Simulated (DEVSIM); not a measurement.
System: abrupt GaAs p-n junction, at 300 K.

Layer 1 from the left is GaAs, thickness (μm) 0.310, Na (cm⁻³) 1.7e17, τn (s) 1e-9, τp (s) 1e-9. Layer 2 from the left is GaAs, thickness (μm) 15.0, Nd (cm⁻³) 9.2e14, τn (s) 1e-9, τp (s) 1e-9.

Left contact: ohmic. Right contact: ohmic. Voltage is applied to the left contact. Recombination: SRH at mid-gap, radiative. Mobility is constant in doping.

The device is made up for the run: typed textbook-type constants, with dimensions and the other settings drawn at random. Values at 300 K.

GaAs: gap (eV) 1.424, affinity (eV) 4.07, permittivity 12.9, Nc (cm⁻³) 4.7e17, Nv (cm⁻³) 9e18, μn (cm²/Vs) 8500, μp (cm²/Vs) 400, B (cm³/s) 2e-10.

Problem. Estimate by hand the built-in potential, the peak field at zero bias, the capacitance at -6 V, and compare with a numerical solution.

Solution. 
- Built-in potential: ni = √(Nc Nv) exp(−Eg/2kT) = 2250000 cm⁻³ with Eg = 1.424 eV; Vbi = kT/q ln(Na Nd/ni²) = 1.160 V; numerical 1.160 V.
- Peak field at zero bias: depletion approximation: W = √(2εVbi/(qN)) = 1.34 μm with N = 9.15e14 cm⁻³; field = 2Vbi/W = 17300 V/cm; numerical 25400 V/cm (estimate below by 32 %).
- Capacitance at -6 V: C = √(qεN / 2(Vbi + |V|)) = 3.42 nF/cm²; numerical 3.43 nF/cm².

Simulated with DEVSIM: 1D drift-diffusion, Boltzmann statistics, complete ionisation; no tunnelling, impact ionisation, image-force lowering or self-heating.
